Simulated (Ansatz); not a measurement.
Ansatz (a first-principles code) run on K2Pd (P4/mmm, 3 atoms in the cell): relaxation of cell and atoms.

Computed with PBEsol, default PAW files made with PBE (plane waves; Ansatz).

The change in words: atoms on their sites; basis.ecutwfc: 420 eV → 295 eV; relax: default → cell and atoms. Reference geometry:
```
CELL_PARAMETERS angstrom
      5.68409     0.00000     0.00000
      0.00000     5.68409     0.00000
      0.00000     0.00000     3.67632
ATOMIC_POSITIONS crystal
  K  0.00000 0.50000 0.50000
  K  0.50000 0.00000 0.50000
  Pd 0.00000 0.00000 0.01360
```

Reference input (self-consistent single point, DFT, PBEsol, plane waves, default PAW files made with PBE): basis.ecutwfc = 420 eV; kpoints.mp_grid.grid = 6 6 9; hamiltonian.xc = pbesol; hamiltonian.pseudopotentials = {kind: paw} (the program's default PAW files); scf.occupations.method = fermi_dirac; scf.occupations.width = 0.1 eV. This run's input differs from it in these lines:

Ansatz 0.2 input:
```diff
@@ -9,5 +9,5 @@
     - { symbol: K, position: [0.500000, 0.000000, 0.500000] }
-    - { symbol: Pd, position: [0.000000, 0.000000, 0.013601] }
+    - { symbol: Pd, position: [0.000000, 0.000000, 0.000000] }
 basis:
-  ecutwfc: 420.0
+  ecutwfc: 295.0
 kpoints:
@@ -19,2 +19,4 @@
   occupations: { method: fermi_dirac, width: 0.1 }
+relax:
+  cell: {}
 output:
```

Output, abridged:

```
   [... SCF lines of the steps left out ...]
relax step   1: F+E_penalty+E_count = -9937.70731093 eV  Δ(F+E_penalty+E_count) = +0.000e0 eV  max|allowed force component| = 1.775e-29 eV/Å  Δτ_max = 0.0000 Å  P = -0.996 GPa  Ω = 118.778 Å³  (7 SCF iters, dr2 threshold 1.00e-7 eV, accepted)
relax step   2: F+E_penalty+E_count = -9937.79918418 eV  Δ(F+E_penalty+E_count) = -9.187e-2 eV  max|allowed force component| = 1.499e-29 eV/Å  Δτ_max = 0.0000 Å  P = +0.052 GPa  Ω = 115.374 Å³  energy of the carried Pulay correction = +7.977e-2 eV  [...]
   [... lines left out ...]
relax step  24: F+E_penalty+E_count = -9937.77521098 eV  Δ(F+E_penalty+E_count) = -4.496e-4 eV  max|allowed force component| = 2.008e-29 eV/Å  Δτ_max = 0.0000 Å  P = -0.001 GPa  Ω = 106.795 Å³  energy of the carried Pulay correction = +4.261e-4 eV  [...]
relax step  25: F+E_penalty+E_count = -9937.77448227 eV  Δ(F+E_penalty+E_count) = +7.287e-4 eV  max|allowed force component| = 2.012e-29 eV/Å  Δτ_max = 0.0000 Å  P = -0.000 GPa  Ω = 106.795 Å³  stress off target by 3.62e-2 GPa  SCF on the basis [...]
basis re-selected at this cell: Δ(F+E_penalty+E_count) = +7.287e-4 eV, ΔP = +0.000 GPa vs the last step
the relaxation is at rest under the 16 symmetry operations that the run kept from its start: a minimum is not shown …
Free energy (F): -9937.774482 eV
Internal energy: -9937.741439 eV  (E = F + TS)
E sigma→0 (E₀):  -9937.757961 eV
Entropy (-TS):   -0.033043 eV (-11.014 meV/atom)
Fermi energy:    5.652195 eV
--- Forces (eV/Å), atoms counted from 1 ---
  atom   1  K     -0.00000000     0.00000000     0.00000000
   [... zero for the other atoms too ...]
   [... lines left out ...]
  cell:  # Å, volume = 106.7946 Å³
    - [5.678627285911526, -4.7324076670382494e-34, 0.0]
    - [-5.28916151021922e-34, 5.678627285911526, 0.0]
    - [0.0, 0.0, 3.3117884319724373]
  atoms:
    - { symbol: K, position: [1.1057135542686482e-36, 0.49999999999999994, 0.5] }
    - { symbol: K, position: [0.49999999999999994, 4.739264766581656e-37, 0.5] }
    - { symbol: Pd, position: [2.5864322042493824e-36, 1.802643980307072e-37, 0.0] }
```

The run converged. 

Summary of the result:
Free energy E − TS (on the zero of these files): -9937.7745 eV
Fermi level (on the code's own zero): 5.65 eV
Pressure: 0.00 GPa
Final cell: a = b = 5.679 Å, c = 3.312 Å, α = β = γ = 90.00°
Final volume per atom: 35.60 Å³
Relaxation steps: 25

The starting cell comes from a database of computed structures (which also holds hypothetical and non-ambient phases and stackings), without a prior relaxation at this level. Its lattice was rescaled by up to half a per cent. Spin polarisation is off. The relaxation keeps the symmetry of its start, so its end need not be a minimum. Ansatz's pressure includes its estimate of the finite-basis (Pulay) stress. Without the estimate this run gives -4.16 GPa. The cutoff lies below the one recommended for these files.

Cost on one core of a shared machine: roughly 80 s.
